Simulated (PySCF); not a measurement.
PySCF 2.14.0, R2SCAN/def2-svp, df: Mo(O)2(Cl)(OMe) (C[O][Mo](=[O])(=[O])[Cl]), 9 atoms. The geometry is a generated start, not checked to be a minimum at this level.

```
Quantity                                            Result
-------------------------  -------------------------------
task                                                energy
method                                              r2scan
basis                                             def2-svp
two-electron scheme                        density fitting
mol.max_memory                                     3000 MB
mf.max_cycle                                           100
mf.conv_tol                                1e-09 (default)
mf.grids.level                                 3 (default)
effective core potentials  those of the basis set, past Kr
basis functions                                        120
grid points                                         127112
```

```xyz
9

Mo     0.5061     0.4350     1.3179
O      2.1412     0.4020     1.4300
O     -0.2624    -0.3849     2.5103
Cl    -0.0221     2.5181     1.6420
O     -0.0651    -0.0041    -0.2548
C     -0.4909    -0.6200    -1.4300
H     -0.8645     0.1340    -2.1331
H      0.3529    -1.1527    -1.8896
H     -1.2953    -1.3274    -1.1927
```

Charge 0 and multiplicity 1 are set for this test and not shown to be the ground state.

With the defaults (mf.DIIS = CDIIS, mf.diis_space = 8, mf.diis = true, mf.damp = 0, mf.diis_start_cycle = 1, mf.level_shift = 0, mf.init_guess = minao, mf.diis_damp = 0) it converges in 15 Fock builds. One run each on 2 threads, 1 BLAS thread, with these changes:
- mf.diis = false
- mf.level_shift = 0.3 Hartree
- mf.damp = 0.7, mf.diis_start_cycle = 8
- mf.init_guess = 1e
- mf.DIIS = EDIIS
- mf.level_shift = 1 Hartree
- mf.diis_space = 3
- mf.diis_damp = 0.3
- mf.damp = 0.3, mf.diis_start_cycle = 4

Problem. Name the settings that don't reach the solution of the defaults.

Solution. No convergence: mf.DIIS = EDIIS; mf.diis_space = 3; mf.diis = false (the run ends without SCF convergence in 100 cycles). The rest reach the solution of the defaults.

```tsv
setting	Fock builds	end
the defaults	15	same solution
mf.diis_damp = 0.3	15	same solution
mf.level_shift = 0.3 Hartree	18	same solution
mf.damp = 0.7, mf.diis_start_cycle = 8	19	same solution
mf.damp = 0.3, mf.diis_start_cycle = 4	21	same solution
mf.init_guess = 1e	21	same solution
mf.level_shift = 1 Hartree	37	same solution
mf.DIIS = EDIIS	101	no convergence
mf.diis_space = 3	101	no convergence
mf.diis = false	101	no convergence
```
